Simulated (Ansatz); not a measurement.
## InP in the zinc blende structure (space group F-43m, No. 216)

```
CELL_PARAMETERS angstrom
      0.00000     2.91346     2.91346
      2.91346     0.00000     2.91346
      2.91346     2.91346     0.00000
ATOMIC_POSITIONS crystal
  In 0.00000 0.00000 0.00000
  P  0.25000 0.25000 0.25000
```

Level of theory: Ansatz (a first-principles code) LDA, no spin-orbit coupling. Settings: 10×10×10 k-points, 0.05 eV Fermi–Dirac smearing.

* **Volume per atom**: 24.73 Å³
* **Density**: 4.89 g/cm³
* **Band gap**: 0.58 eV, direct at Γ
* **Electron mass**: 0.046 mₑ
* **Hole mass (degenerate bands, along [100])**: 0.046, 0.41, 0.41 mₑ
* **Lowest conduction-band minima above the VBM**: Γ 0.58 eV; L along ⟨111⟩ 1.35 eV; X along ⟨100⟩ 1.57 eV
* **Total energy**: -3091.776 eV/atom (σ→0; compares only within this code and set-up)

Masses are band curvatures over ±0.01 Å⁻¹ around the edge. No phonon test of stability was made.
